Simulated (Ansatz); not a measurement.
```yaml
crystal:
  lattice:
    - [3.09671, -0.00019, 0.07719]
    - [3.09699, 4.37994, 0.11426]
    - [0.91645, -0.87962, 25.00245]
  atoms:
    - { symbol: C, position: [0.92469, 0.35753, 0.03907] }
    - { symbol: C, position: [0.88605, 0.86673, 0.09812] }
    - { symbol: C, position: [0.85128, 0.37044, 0.16041] }
    - { symbol: C, position: [0.80993, 0.88097, 0.22219] }
    - { symbol: C, position: [0.76986, 0.39005, 0.28433] }
    - { symbol: C, position: [0.72956, 0.89951, 0.34619] }
    - { symbol: C, position: [0.68890, 0.40918, 0.40829] }
    - { symbol: C, position: [0.64899, 0.91822, 0.47015] }
    - { symbol: C, position: [0.60463, 0.43175, 0.53198] }
    - { symbol: C, position: [0.57227, 0.93297, 0.59437] }
    - { symbol: Si, position: [0.14086, 0.11202, 0.09785] }
    - { symbol: Si, position: [0.21107, 0.56902, 0.04319] }
    - { symbol: Si, position: [0.05998, 0.13085, 0.22228] }
    - { symbol: Si, position: [0.10223, 0.61946, 0.16041] }
    - { symbol: Si, position: [0.97957, 0.14945, 0.34623] }
    - { symbol: Si, position: [0.02012, 0.63984, 0.28420] }
    - { symbol: Si, position: [0.89985, 0.16742, 0.47000] }
    - { symbol: Si, position: [0.93898, 0.65912, 0.40820] }
    - { symbol: Si, position: [0.81935, 0.18711, 0.59186] }
    - { symbol: Si, position: [0.85548, 0.68043, 0.53285] }
    - { symbol: N, position: [0.63481, 0.33774, 0.65944] }
    - { symbol: N, position: [0.61439, 0.82826, 0.71926] }
    - { symbol: N, position: [0.57513, 0.33793, 0.77817] }
    - { symbol: N, position: [0.53717, 0.84704, 0.83649] }
    - { symbol: N, position: [0.49691, 0.35620, 0.89838] }
    - { symbol: N, position: [0.45276, 0.87510, 0.94932] }
    - { symbol: Ti, position: [0.10833, 0.33394, 0.71948] }
    - { symbol: Ti, position: [0.16431, 0.80512, 0.66479] }
    - { symbol: Ti, position: [0.03544, 0.34838, 0.83728] }
    - { symbol: Ti, position: [0.07412, 0.83970, 0.77694] }
    - { symbol: Ti, position: [0.96318, 0.36269, 0.95302] }
    - { symbol: Ti, position: [0.99448, 0.85730, 0.90121] }
```

The first 20 atoms are the substrate (SiC-3C), the rest the film (TiN-rs).

Computed with PBE (plane waves to 420 eV, PAW; Ansatz, a quantum-chemistry and plane-wave program). Spin–orbit coupling is left out; the runs are not spin-polarised; PBE gaps are too small against experiment. Its k-point mesh 12×7×1, Fermi–Dirac width 0.05 eV.

Describe the bonding at the interfaces and give the barriers.

A periodic stack without vacuum, rock-salt TiN (1 1 0) on 3C silicon carbide (1 1 0) (film strained to the substrate, started from cuts of the bulks and a machine-learned relaxation): substrate slab C10Si10, film N6Ti6, surface cells [[0, -1], [1, -1]] and [[0, -1], [1, -1]], film strained by +3.1 and +3.1 %, outermost planes CSi/CSi and NTi/NTi as cut, which need not be the usual terminations and can put a slab off its formula.
The interface area comes out as 13.6 Å². The period is 24.98 Å and the gaps between the outermost planes at the two interfaces is 1.63 and 2.15 Å. The Si–Ti contacts across the interfaces within 1.22 times the sum of covalent radii comes out as 4, mean 2.86 Å and the C–Ti contacts across the interfaces within 1.22 times the sum of covalent radii is 3, mean 2.33 Å. The N–Si contacts across the interfaces within 1.22 times the sum of covalent radii comes out as 1, mean 1.80 Å and the hole barrier (PBE) is 1.13 eV. The electron barrier (PBE) comes out as 0.24 eV.
